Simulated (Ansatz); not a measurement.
Take CeO2 in the CdI2 type structure (space group P-3m1, No. 164; a = 3.601 Å, c = 4.525 Å; a hypothetical phase, not in the database extracts checked) as the base.

(Cell as relaxed with PBE-D3(BJ).)

Levels (all Ansatz, a first-principles code, PAW): PBE-D3(BJ) (420 eV, no spin-orbit coupling); r2SCAN+rVV10 (500 eV, scalar-relativistic without spin-orbit coupling).

Each level relaxes its own structure.

```json
[
 {"base": "volume per atom", "PBE-D3(BJ)": "16.94 Å³", "r2SCAN+rVV10": "16.44 Å³"},
 {"base": "lattice parameter a", "PBE-D3(BJ)": "360.1 pm", "r2SCAN+rVV10": "359.4 pm"},
 {"base": "band gap", "PBE-D3(BJ)": "2.25 eV", "r2SCAN+rVV10": "2.52 eV"}
]
```

One thing is altered: cell and atoms relaxed at a pressure of 0.3 GPa.

```json
[
 {"quantity": "smallest direct gap", "PBE-D3(BJ)": "2.38 eV", "r2SCAN+rVV10": "2.66 eV"},
 {"quantity": "lattice parameter a", "PBE-D3(BJ)": "359.9 pm", "r2SCAN+rVV10": "359.2 pm"},
 {"quantity": "c/a ratio", "PBE-D3(BJ)": "1.242", "r2SCAN+rVV10": "1.214"}
]
```

PBE-D3(BJ)'s smallest direct gap lies 0.271 eV below r2SCAN+rVV10's; PBE-D3(BJ)'s lattice parameter a lies 0.7 pm above r2SCAN+rVV10's (0.2 %); PBE-D3(BJ)'s c/a ratio lies 0.028 above r2SCAN+rVV10's. Neither level is exact; r2SCAN+rVV10 is the comparison here, not a measurement.

Load acts through the strain it causes; cell and atoms are relaxed under it. Stability against distortions was not tested. Starting moments died away, wholly or in part, for the base; another magnetic solution may exist. The final runs are not spin-polarised.
